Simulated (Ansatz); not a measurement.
Structures of equal composition on the (111) surface of fcc Pd: a layer of Nb in place of the second plane; a layer of Nb in place of the third plane. The slabs share one bottom face, and each structure is named by its start. These are constructed structures in small cells; real faces may alloy, dewet or reconstruct in larger ones, and not all known structures of the face are among them. Slabs of about 11 Å with all that they carry, Fermi-Dirac smearing of 0.1 eV. Bottom of the slabs: a bare face, its two planes held. Relaxed from the named starts with such symmetry as they have, on meshes of like density; energies extrapolated to zero smearing; no spin-orbit coupling, no U. Spin-polarised runs, if any, are marked in brackets, and their order is one that fits the cell; the others ran without spin.

These are PBE (plane waves to 420 eV, PAW; Ansatz, a program for electronic structure) values and carry that method's errors.

**Question.** Rank these by energy per 1x1 cell (lowest first), as PBE gives it.

**Answer.** a layer of Nb in place of the second plane (0.000 eV), a layer of Nb in place of the third plane (0.088 eV)
